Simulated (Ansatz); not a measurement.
The starting structures come from a database of crystals and need not be the phases stable at ambient conditions.

By PBEsol, the system below comes out a metal.

Given:

```yaml
crystal:
  lattice:
    - [4.24594, 0.00000, 0.00000]
    - [0.00000, 6.00467, 0.00000]
    - [2.12297, 3.00233, 2.12297]
  atoms:
    - { symbol: Al, position: [0.50000, 0.25000, 0.00000] }
    - { symbol: Al, position: [0.50000, 0.75000, 0.00000] }
    - { symbol: Au, position: [0.00000, 0.00000, 0.00000] }
```

The cell is taken as given.

The current flows along the normal of the first two printed cell vectors, the (110) plane of the conventional cell. No spin-orbit coupling; the value is a mean over 0.1 eV about the Fermi level.

Question: State the ballistic conductance per area according to PBEsol (Ansatz, an electronic-structure program).

Answer: 0.73 × 10¹⁵ S/m² for both spins.
